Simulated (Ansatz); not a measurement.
The parent structure is YN in the rock salt structure (space group Fm-3m, No. 225; a = 4.856 Å). Axes: x, y, z lie along the cube axes.

Perturbation: the cell is stretched by 5.50 % along y with no lateral relaxation; the atoms relax in the strained cell.

Levels (all Ansatz, a program for electronic structure, PAW, earlier PAW set): PBEsol (420 eV, spin-orbit coupling left out); HSE06+SOC (420 eV, noncollinear with spin-orbit coupling).

The geometry is relaxed with PBEsol.

```
Property                                    Result
----------------------------  --------------------
PBEsol valence-band top at Γ  0.00, 0.00, -0.20 eV
PBEsol band gap                            0.07 eV
```

Problem. How does going to HSE06+SOC change the valence-band top at Γ and band gap?

Solution. The valence-band top at Γ (three highest Kramers pairs, from the VBM) changes from 0.00, 0.00, -0.20 eV to 0.00, -0.05, -0.16 eV; the band gap goes up by 0.97 eV to 1.04 eV.

Single points use the geometry relaxed with PBEsol. HSE06 was sampled on its mesh, a few special points and the semilocal edge points, so its gap is an upper bound. The spin-orbit shifts are approximate. Stability against distortions was not tested. A zero or small gap of YN can be the functional's error rather than a property of the material.
